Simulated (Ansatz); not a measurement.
**Habitual settings against a tight run: YbSn (P4/mmm, 2 atoms in the cell)**

Self-consistent single point.

```
YbSn
1.0
    3.53480     0.00000     0.00000
    0.00000     3.53480     0.00000
    0.00000     0.00000     4.58781
Yb Sn
1 1
Direct
  0.50000   0.50000   0.50000
  0.00000   0.00000   0.00000
```

Method of the run: PBEsol, harder PAW files (source: ansatz) made with PBE (plane waves; Ansatz, a program for electronic structure).

Base settings: basis.ecutwfc = 820 eV; kpoints.mp_grid.grid = 6 6 5; hamiltonian.xc = pbesol; hamiltonian.pseudopotentials = {kind: paw, source: ansatz}; scf.occupations.method = gaussian; scf.occupations.width = 0.1 eV.

Tight run (finer mesh or higher cutoff; not a proven limit): basis.ecutwfc: 820 eV → 1150 eV; kpoints.mp_grid.grid: 6 6 5 → 9 9 7; scf.convergence.dr2_threshold: default (1e-07 eV) → 1e-09 eV. It gave Fermi level (on the code's own zero) 12.49 eV; pressure -4.95 GPa.

Quick runs, as changes from the base:
- A: the base itself
- B: basis.ecutwfc: 820 eV → 410 eV; kpoints.mp_grid.grid: 6 6 5 → 2 2 2; scf.convergence.dr2_threshold: default (1e-07 eV) → 0.001 eV
- C: basis.ecutwfc: 820 eV → 575 eV; kpoints.mp_grid.grid: 6 6 5 → 4 4 4
- D: basis.ecutwfc: 820 eV → 490 eV; kpoints.mp_grid.grid: 6 6 5 → 3 3 3; scf.convergence.dr2_threshold: default (1e-07 eV) → 0.0001 eV

Energies are extrapolated to zero smearing width, which holds to low order in the width alone.

The count of work is k-points × plane waves × bands × iterations; it is no time. 

Pressures in the table are Ansatz's without its Pulay estimate, at a fixed set of plane waves; the tight run's value above holds the estimate.

The starting cell comes from a database of computed structures (which also holds hypothetical and non-ambient phases and stackings), without a prior relaxation at this level. Its lattice was rescaled by a random factor within 2.5 % of one. Spin polarisation is off. In the base run, with a pressure of about -5 GPa the cell is away from its equilibrium volume at this level.

| run | energy less tight (meV/atom) | pressure less tight (GPa) | count of work / tight |
|---|---|---|---|
| A | 8.8 | 0.25 | 0.25 |
| B | 674.2 | -51.34 | 0.013 |
| C | 67.7 | -0.43 | 0.087 |
| D | -2.1 | -4.59 | 0.015 |

Among the runs at the tight run's level, the energy misses run from 2.1 to 674.2 meV/atom.

Left out of this page: 2 runs of the series unsound by tests on forces, stress, charge or solver warnings.

Keys are those of Ansatz 0.2.
